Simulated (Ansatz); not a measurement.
Base system: CdS in the zinc blende structure (space group F-43m, No. 216).

```xyz
2
Lattice="0.0000 2.9389 2.9389 2.9389 0.0000 2.9389 2.9389 2.9389 0.0000" Properties=species:S:1:pos:R:3 pbc="T T T"
S      4.4084     4.4084     4.4084
Cd     0.0000     0.0000     0.0000
```

Levels (all Ansatz, a program for electronic structure, PAW): r2SCAN (500 eV, no SOC); HSE06 (420 eV, no spin-orbit coupling).

The geometry is relaxed with r2SCAN.

- r2SCAN band gap: 1.54 eV

With HSE06 at the same geometry, the band gap grows by 0.564 eV to 2.11 eV.

Single points use the geometry relaxed with r2SCAN. Stability against distortions was not tested.
